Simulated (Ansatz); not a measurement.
# Convergence study of the plane-wave cutoff for VAs2 (Cm, 6 atoms in the cell)

```
CELL_PARAMETERS angstrom
      4.49745    -1.63502     0.00000
      4.49745     1.63502     0.00000
     -3.71356     0.00000     6.44329
ATOMIC_POSITIONS crystal
  V  0.84857 0.84857 0.81316
  V  0.15463 0.15463 0.19460
  As 0.59591 0.59591 0.89547
  As 0.40409 0.40409 0.10453
  As 0.14758 0.14758 0.53483
  As 0.85242 0.85242 0.46517
```

Method of the run: PBEsol, default PAW files made with PBE (plane waves; Ansatz, a first-principles code).

Base settings: basis.ecutwfc = 30.9 Ry; kpoints.mp_grid.grid = 5 5 2; hamiltonian.xc = pbesol; hamiltonian.pseudopotentials = {kind: paw} (the program's default PAW files); scf.occupations.method = fermi_dirac; scf.occupations.width = 0.0073 Ry.

The second cell is the first with its lattice scaled by 0.98.

The mesh stays at the base's, so the ladder's end is converged at best in this setting alone.

The first pressure column holds Ansatz's estimate of the finite-basis (Pulay) stress, which hides part of the cutoff error; the other is without it.

Only quantities that move along the ladder and can be compared are tabulated.

The count of work is k-points × plane waves × bands × iterations; it is no time. 

The starting cell comes from a database of computed structures (which also holds hypothetical and non-ambient phases and stackings), without a prior relaxation at this level. Its lattice was rescaled by up to half a per cent. One atom was moved a little off its site on purpose. Spin polarisation is off, so a magnetic state, if there is one, cannot be reached.

Steps (basis.ecutwfc): 10.7 Ry; 12.5 Ry; 14 Ry; 15.4 Ry; 16.9 Ry; 18.4 Ry; 21.7 Ry; 24.6 Ry; 27.9 Ry; 30.9 Ry; 33.8 Ry; 37.1 Ry; 41.5 Ry; 46.3 Ry; 54 Ry; 61.7 Ry; 74.2 Ry.

Problem. What is the coarsest basis.ecutwfc that holds the free energy within 5 meV/atom of the last step, with all finer ones?

Solution. 27.9 Ry, at 0.23 of the last step's count of work; the step before is off by 20 meV/atom.

Problem. What is the coarsest basis.ecutwfc that holds the forces within 0.02 eV/Å of the last step, with all finer ones?

Solution. 24.6 Ry, at 0.19 of the last step's count of work; the step before is off by 0.051 eV/Å.

Problem. What is the coarsest basis.ecutwfc that holds the pressure without the Pulay estimate within 0.5 GPa of the last step, with all finer ones?

Solution. 27.9 Ry, at 0.23 of the last step's count of work; the step before is off by 2.1 GPa.

```csv
basis.ecutwfc,free energy less the last step's (meV/atom),energy of the compressed cell less the first (meV/atom),pressure (GPa),pressure without the Pulay estimate (GPa),largest difference of a force vector from the last step's (eV/Å),count of work / last
10.7 Ry,28917.30,-184.00,-1.73,-870.10,2.631,0.087
12.5 Ry,13785.94,46.11,-0.31,-487.45,0.537,0.097
14 Ry,7289.17,-16.22,-6.20,-303.38,0.261,0.12
15.4 Ry,3920.51,-11.96,-7.07,-191.91,0.377,0.14
16.9 Ry,1942.58,17.14,-3.16,-112.38,0.497,0.13
18.4 Ry,912.51,15.24,-2.12,-61.66,0.178,0.14
21.7 Ry,137.56,18.94,-0.70,-13.54,0.051,0.16
24.6 Ry,19.84,18.16,-1.32,-3.58,0.014,0.19
27.9 Ry,2.81,17.59,-1.44,-1.66,0.002,0.23
30.9 Ry,1.44,17.56,-1.45,-1.49,0.001,0.27
33.8 Ry,1.00,17.54,-1.45,-1.49,0.001,0.31
37.1 Ry,0.61,17.52,-1.46,-1.48,0.001,0.35
41.5 Ry,0.35,17.49,-1.46,-1.47,0.000,0.42
46.3 Ry,0.20,17.47,-1.47,-1.47,0.000,0.49
54 Ry,0.08,17.46,-1.47,-1.47,0.000,0.62
61.7 Ry,0.04,17.46,-1.47,-1.47,0.000,0.76
74.2 Ry,0.00,17.46,-1.47,-1.47,0.000,1.0
```

The energy difference between the two cells stays within 1 meV/atom of the last step's from 24.6 Ry on, the total only from 33.8 Ry on: much of the error is common to both cells and cancels.

At the lowest cutoff the pressure without the Pulay estimate lies 869 GPa under the last step's, the usual sign of Pulay stress in an incomplete plane-wave basis.

Keys are those of Ansatz 0.2.
